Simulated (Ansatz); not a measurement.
Start from Os in the hcp (Mg type) structure (space group P6_3/mmc, No. 194; a = 2.7294 Å, c = 4.3064 Å).

Structures relaxed with PBEsol (Ansatz, a quantum-chemistry and plane-wave program; PAW; 420 eV plane waves; no spin-orbit coupling).

Base:

Simulated powder pattern, Mo Kα, λ = 0.71073 Å (kinematic, ideal powder, no thermal factors, no anomalous dispersion; the 10 strongest lines at most, above 2 %, up to 2θ = 40°):

```
2θ (°)  I/Imax (%)    hkl
------  ----------  -----
17.29           24  (100)
19.00           25  (002)
19.75          100  (101)
25.80           16  (102)
30.19           20  (110)
33.67           22  (103)
35.00          3.2  (200)
35.91           24  (112)
36.34           17  (201)
38.55          3.1  (004)
```

After one change:

Simulated powder pattern, Mo Kα, λ = 0.71073 Å (kinematic, ideal powder, no thermal factors, no anomalous dispersion; the 10 strongest lines at most, above 2 %, up to 2θ = 40°):

```csv
2θ (°),I/Imax (%)
17.66,24
19.35,25
20.16,100
26.32,16
30.84,20
34.34,22
35.76,3.2
36.67,23
37.12,17
39.29,3.1
```

Task: Name the change that was made.
A. pressure 30 GPa
B. pressure 15 GPa
C. pressure 22.5 GPa
D. pressure −2 GPa

Result: A, pressure 30 GPa. Its volume per atom is 13.08 Å³ against 13.89 Å³, and its space group is P6_3/mmc (No. 194).

Load acts through the strain it causes; cell and atoms are relaxed under it. Whether these cells are dynamically stable was not tested. Competing high-pressure phases were not computed. All final runs are without spin polarisation.
